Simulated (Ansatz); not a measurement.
**A computed series for ZrS2: carrier doping**

Consider ZrS2 in the CdI2 type structure (space group P-3m1, No. 164; layered, stacked along the Cartesian z axis).

```xyz
3
Lattice="3.6743 0.0000 0.0000 -1.8371 3.1820 0.0000 0.0000 0.0000 5.8606" Properties=species:S:1:pos:R:3 pbc="T T T"
Zr     0.0000     0.0000     0.0000
S      0.0000     2.1214     1.4426
S      1.8371     1.0607     4.4180
```

Carriers are added at fixed cell with a uniform background; the Fermi–Dirac width is that of 300 K.

All numbers come from DFT with r2SCAN+rVV10, PAW potentials and a 500 eV plane-wave cutoff in Ansatz (an electronic-structure program), without spin-orbit coupling.

Notes on the quantities. Fermi level from band edge: Fermi level relative to the doped band's edge (positive inside the band; to 0.05 eV).

| case | Fermi level from band edge | gap between the host's bands |
|---|---|---|
| undoped | – | 1.17 eV |
| electrons 2.0×10^21 cm⁻³ | +0.20 eV | 1.18 eV |
| electrons 3.0×10^21 cm⁻³ | +0.25 eV | 1.19 eV |
| electrons 7.0×10^21 cm⁻³ | +0.50 eV | 1.21 eV |
| holes 2.0×10^21 cm⁻³ | +0.30 eV | 1.22 eV |
| holes 3.0×10^21 cm⁻³ | +0.40 eV | 1.24 eV |
| holes 7.0×10^21 cm⁻³ | +0.60 eV | 1.31 eV |

Charged cell with a jellium background: band edges are those of the host's band count, energies are not comparable with the neutral cell, and many-body gap narrowing is missing. Stability against distortions was not tested.
